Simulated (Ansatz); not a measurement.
The parent structure is Se (space group P3_121, No. 152; a = 4.529 Å, c = 5.042 Å; made of chains). Axes: x lies along a and z along c of the hexagonal cell.

The values are results of PBE, PAW, 420 eV (Ansatz, a first-principles code; scalar-relativistic without spin-orbit coupling), earlier PAW set, not measurements.

For the base:

| Property | Result |
|---|---|
| Volume per atom | 29.86 Å³ |

It is then changed as follows: uniaxial stress, 8 GPa tension along z; all other stress components relax to zero.

### Question
Estimate the effect on the energy relative to the base and volume per atom.

### Answer
The energy increases by 90 meV/atom; the volume per atom falls by 2.32 Å³ to 27.54 Å³.

The mesh was chosen for an insulator and is coarse for the gapless case. Load acts through the strain it causes; cell and atoms are relaxed under it. Stability under load was not tested beyond the relaxation. No dispersion term is included, though the crystal is made of layers, chains or molecules, so its spacings can come out too wide.
